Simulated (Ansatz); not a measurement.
The reference is ZrSnO₃ in the cubic perovskite structure (space group Pm-3m, No. 221; a = 4.129 Å; a hypothetical phase, not in the database extracts checked). Axes: x, y, z lie along the cube axes.

Now apply this change: a pure shear with ε_xy = ε_yx = -0.0096, atoms relaxed at fixed cell.

Levels (all Ansatz, a first-principles code, PAW): PBEsol (420 eV, no spin-orbit coupling); r2SCAN (500 eV, no spin-orbit coupling); HSE06 (420 eV, without spin-orbit coupling).

One geometry, relaxed with PBEsol, under each level:

| level | band gap | lowest conduction level above the VBM at special points | pressure |
|---|---|---|---|
| PBEsol | 1.67 eV | Z 1.67 eV; S 1.69 eV; Γ 3.24 eV; Y 3.48 eV | 0.2 kbar |
| r2SCAN | ___ | ___ | ___ |
| HSE06 | 2.64 eV | Z 2.64 eV; S 2.65 eV; Γ 4.50 eV | – |

Q: Give the withheld r2SCAN results.

A: 
- r2SCAN, band gap: 2.09 eV
- r2SCAN, lowest conduction level above the VBM at special points: Z 2.09 eV; S 2.10 eV; Γ 3.76 eV; Y 3.89 eV
- r2SCAN, pressure: 24.5 kbar

Single points use the geometry relaxed with PBEsol. Their cutoffs differ, which shifts pressures a little. HSE06 gaps are upper bounds (no full band path). The cells carry an imposed strain or load. Whether these cells are dynamically stable was not tested. Many cubic perovskites are stable only at high temperature; tilts and polar distortions were not tested. k-point labels follow each cell's own Brillouin zone.
